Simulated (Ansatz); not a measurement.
Tunnelling through a barrier is set by its complex band structure: the current falls as exp(−2κd) with the smallest κ.

Data:

```
PbI2
1.0
    4.55745     0.00000     0.00000
    0.00000     6.97886     0.00000
    2.27873     0.00000     3.94687
Pb I
1 2
Direct
  0.00000   0.00000   0.00000
  0.66667   0.27083   0.66667
  0.33333   0.72917   0.33333
```

Space group of this cell: P-3m1, CdI2 type. The cell was relaxed by PBE-D3(BJ).

Transport runs along the normal of the first two printed cell vectors, the (100) plane of the conventional cell.

The gap is the functional's own. No spin-orbit coupling. Mid-gap values are interpolated on the energy grid.

Question: Predict the band gap and the smallest decay constant κ at mid-gap from PBEsol in Ansatz (a program for electronic structure).

Answer: Gap 2.09 eV on a 8×6×8 mesh; κ = 0.180 1/Å, at (0.000, 0.500) of the in-plane reciprocal vectors. At the zone centre, at the nearest computed energy, the slowest state has κ = 0.25 1/Å.
